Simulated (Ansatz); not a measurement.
# ZnGeP2: pressure 0.9 GPa

Start from ZnGeP2 in the chalcopyrite structure (space group I-42d, No. 122; a = 5.500 Å, c = 10.845 Å).

Now apply this change: a hydrostatic pressure of 0.9 GPa.

All numbers come from PBE in Ansatz (plane waves to 420 eV, PAW, spin-orbit coupling left out). k-mesh 9×9×9 (Γ-centred); smearing 0.05 eV (Fermi–Dirac).

The volume per atom falls by 0.24 Å³ (20.50 Å³ → 20.26 Å³) and the density goes up by 0.05 g/cm³, from 4.05 g/cm³ to 4.10 g/cm³. The c/a ratio is still 1.972 and the shortest interatomic distance drops by 0.0084 Å (2.360 Å → 2.351 Å). The enthalpy H = E + PV relative to the base's energy is +0.11 eV/atom and the band gap rises by 0.03 eV, from 1.14 eV to 1.17 eV (an upper bound: an edge found on the path is not a true extremum; both cells).

Final structure:

```
ZnGeP2
1.0
   -2.73917     2.73917     5.40096
    2.73917    -2.73917     5.40096
    2.73917     2.73917    -5.40096
Zn Ge P
2 2 4
Cartesian
  0.00000   0.00000   0.00000
  0.00000   2.73917   2.70048
  0.00000   0.00000   5.40096
  2.73917   0.00000   2.70048
  1.35258   1.36959   6.75121
  1.36959  -1.35258   4.05072
  1.38659   1.36959   1.35024
  1.36959   4.09175  -1.35024
```

Cost of the whole job for the changed cell (relaxation, final SCF and bands): roughly 110 core-seconds.

Load acts through the strain it causes; cell and atoms are relaxed under it. No phonon test of stability was made.

Ansatz is a quantum-chemistry and plane-wave program.
